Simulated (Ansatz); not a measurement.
**HfC: energy against volume**

HfC (rock salt, Fm-3m, 12.224 Å³/atom and stress up to 0.01 GPa in the relaxed cell, cube axes along x, y and z) under hydrostatic pressure, with the cell free. PBEsol in Ansatz, a plane-wave DFT program (PAW, default set), 420 eV, 17×17×17 Γ-centred mesh, Fermi-Dirac smearing 0.05 eV; ions are relaxed, or left where forces stay under 0.02 eV/Å, within the symmetry of each cell.

Here V stands for volume and E for E less E0.

```
volume (Å³/atom)  E less E0 (meV/atom)  pressure (GPa)
----------------  --------------------  --------------
12.3244                           0.62           -2.00
12.2737                           0.15           -1.00
12.2245                           0.00           -0.01
12.1805                           0.13            0.89
12.1233                           0.66            2.09
12.0124                           2.94            4.48
11.8160                          11.16            9.00
11.5770                          29.00           15.00
11.0654                              ?               ?
```

Q: Fit E against V with the third-order Birch-Murnaghan form, a cubic in V^(-2/3), and predict the withheld value at V = 11.0654.

A: With u = V^(-2/3) - 0.1901, the rows have u = -0.0026770, -0.0021613, -0.0016573, -0.0012038, -0.0006101, 0.0005544, 0.0026612, 0.0053051. Least squares gives E = 1.651 + 1984.1·u + 597185·u² + 103251·u³. Residuals (row less fit): 0.003, -0.001, -0.003, 0.002, -0.003, 0.005, -0.002, 0.001; standard error 0.004 (degrees of freedom: 4). Its minimum lies at u = -0.0016619, so V0 = (0.1884381)^(-3/2) = 12.22. There d²E/du² = 1193000 and d³E/du³ = 619500, so B0 = (4/9) × 12.22^(-7/3) × 1193000 × 0.160218 = 247 GPa (the last factor turns the table's units into GPa), and B0' = 4 + (2/3) × 0.1884381 × (619500)/1193000 = 4.1. B0' rests on the cubic coefficient alone and has a standard error of 0.1 from these residuals. At the withheld row, u = 0.0112826, so E = 1.651 + 1984.1 × 0.0112826 + 597185 × 0.0112826² + 103251 × 0.0112826³ = 100.205 meV/atom. The calculation gives 99.97 meV/atom, 0.235 meV/atom below the prediction (0.2 % of the range of E in the table). The row lies outside the fitted rows, so this is an extrapolation. The scatter of the fitted rows lies at the last printed digit.

In a metal these values are sensitive to mesh and smearing; energies are taken to zero smearing, stresses follow the free energy. Other structures, which can take over under pressure, weren't tried. The same form fitted to the pressure column gives B0' = 3.9; series where the two differ by over 0.4 aren't shown. Rows are the converged runs of the series near zero and its far end, less any whose ions stayed unrelaxed beside relaxed ones; series whose fitted rows scatter by over a few per cent of the range, as at a crossing or softening among them, aren't shown in this form.
